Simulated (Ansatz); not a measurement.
A self-consistent single point of K2SbAuCl6 (Fm-3m, 10 atoms in the cell) with Ansatz (a first-principles code).

Level of theory: PBEsol, default PAW files made with PBE (plane waves; Ansatz).

The change in words: lattice scaled by 0.985. Reference geometry:
```xyz
10
Lattice="0.0000 4.8892 4.8892 4.8892 0.0000 4.8892 4.8892 4.8892 0.0000" Properties=species:S:1:pos:R:3 pbc="T T T"
K      2.4446     2.4446     2.4446
K      7.3339     7.3339     7.3339
Au     4.8892     4.8892     4.8892
Sb     0.0000     0.0000     0.0000
Cl     2.4534     4.8892     4.8892
Cl     7.3251     4.8892     4.8892
Cl     4.8892     2.4534     4.8892
Cl     4.8892     7.3251     4.8892
Cl     4.8892     4.8892     2.4534
Cl     4.8892     4.8892     7.3251
```

Reference input (self-consistent single point, DFT, PBEsol, plane waves, default PAW files made with PBE): kpoints.mp_grid.grid = 6 6 6; hamiltonian.xc = pbesol; hamiltonian.pseudopotentials = {kind: paw} (the program's default PAW files); scf.occupations.method = cold; scf.occupations.width = 0.01 Ry. This run's input differs from it in these lines:

```diff
@@ -2,5 +2,5 @@
   lattice:
-    - [0.000000, 4.889240, 4.889240]
-    - [4.889240, 0.000000, 4.889240]
-    - [4.889240, 4.889240, 0.000000]
+    - [0.000000, 4.815901, 4.815901]
+    - [4.815901, 0.000000, 4.815901]
+    - [4.815901, 4.815901, 0.000000]
   atoms:
```

Output (repeated stretches shortened):

```
SCF iter   1: F=—  HF=-28820.484749 eV  |F-HF|=—  |Δ(HF+E_count)|=         —  Δρ=6.05e-3  dr2=1.16e-1  ethr=1.77e-3  ⟨swp⟩=11.1  Hψ=4460  notcnv=0  defer=1
all-band conjugate gradients solve this SCF's bands
preconditioner: auto → Resta (q_TF=auto, 2.362 Å⁻¹)
SCF iter   2: F=—  HF=-28820.451870 eV  |F-HF|=—  |Δ(HF+E_count)|=   3.29e-2  S|Δr|=    0.00e0  Δρ=2.46e-3  dr2=1.54e-2  ethr=1.23e-4  ⟨swp⟩=2.0  Hψ=1384  notcnv=0  defer=3
   [... lines left out ...]
SCF iter   6: F=—  HF=-28820.447880 eV  |F-HF|=—  |Δ(HF+E_count)|=   2.30e-6  S|Δr|=    0.00e0  Δρ=1.81e-5  dr2=1.29e-6  ethr=4.15e-9  ⟨swp⟩=2.1  Hψ=1582  notcnv=0  defer=3
SCF iter   7: F=—  HF=-28820.447880 eV  |F-HF|=—  |Δ(HF+E_count)|=   3.33e-7  S|Δr|=    0.00e0  Δρ=6.71e-6  dr2=1.70e-7  ethr=1.37e-9  ⟨swp⟩=2.0  Hψ=1145  notcnv=0  defer=3
SCF iter   8: F=-28820.447880 eV  HF=-28820.447880 eV  |F-HF|=4.59e-9  |Δ(HF+E_count)|=   1.12e-7  S|Δr|=    0.00e0  Δρ=1.85e-6  dr2=1.35e-8  ethr=1.06e-10  ⟨swp⟩=13.6  Hψ=4479  notcnv=0
SCF 1 converged in 8 iterations: F = -28820.447880 eV  dr2 = 1.35e-8
Stability not checked (fill_not_monotonic)
Free energy (F): -28820.447880 eV
Internal energy: -28820.441623 eV  (E = F + TS)
E sigma→0 (E₀):  -28820.445794 eV
Entropy (-TS):   -0.006258 eV (-0.626 meV/atom)
Fermi energy:    9.275522 eV
--- Forces (eV/Å), atoms counted from 1 ---
  atom   1  K      0.00000000     0.00000000     0.00000000
  atom   2  K      0.00000000     0.00000000     0.00000000
  atom   3  Au     0.00000000    -0.00000000    -0.00000000
  atom   4  Sb    -0.00000000     0.00000000     0.00000000
   [... lines left out ...]
  atom  10  Cl     0.00000000     0.00000000    -0.42595005
--- Stress (GPa, compression-positive) ---
       15.755392      -0.000000       0.000000
       -0.000000      15.755392      -0.000000
        0.000000      -0.000000      15.755392
  P = ⅓ Tr σ = 15.7554 GPa (157.554 kbar)
  The stress holds the Pulay correction. Without it, at fixed plane waves, as pw.x and ABINIT print it: P = 15.7394 GPa
```

The run converged in 8 iterations. Against the reference run the free energy goes up by 88.3 meV/atom, the pressure goes from 11.72 to 15.76 GPa and the largest force goes from 0.373 to 0.426 eV/Å.

The starting cell was generated: these elements placed on a structure prototype, without a prior relaxation; it need not be a known phase or ordering of this composition. For this run, on top of that: lattice scaled by 0.985. Ansatz's pressure includes its estimate of the finite-basis (Pulay) stress. The run gives no clean gap (levels at the Fermi energy touch, overlap or are partly filled at this smearing), which alone does not show that the compound is a metal.

Keys are those of Ansatz 0.2.
